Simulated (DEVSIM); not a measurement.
System: abrupt Ge n-p junction, at 250 K.

Layer 1 from the left is Ge, thickness (μm) 0.320, Nd (cm⁻³) 8.9e15, τn (s) 0.00064, τp (s) 0.00064. Layer 2 from the left is Ge, thickness (μm) 4.60, Na (cm⁻³) 1.1e16, τn (s) 0.00064, τp (s) 0.00064.

Left contact: ohmic. Right contact: ohmic. Voltage is applied to the left contact. Recombination: SRH at mid-gap, radiative. Mobility is constant in doping.

The device is made up for the run: typed textbook-type constants, with dimensions and the other settings drawn at random. Values at 300 K; Nc and Nv go as T^1.5, mobilities as T to minus their exponent, the gap by Varshni's rule with the affinity fixed.

Ge: gap (eV) 0.664, affinity (eV) 4, permittivity 16, Nc (cm⁻³) 1.04e19, Nv (cm⁻³) 6e18, μn (cm²/Vs) 3900, μp (cm²/Vs) 1900, T exponent of μn 1.66, T exponent of μp 2.33, B (cm³/s) 6.4e-14, Varshni α (eV/K) 0.000477, Varshni β (K) 235.

Simulated with DEVSIM: 1D drift-diffusion, Boltzmann statistics, complete ionisation; no tunnelling, impact ionisation, image-force lowering or self-heating.

**Question.** What does the simulation give for the dark forward voltage at 1 A/cm², the potential step across the device at zero bias?

**Answer.** dark forward voltage at 1 A/cm² 0.219 V; potential step across the device at zero bias 0.407 V.
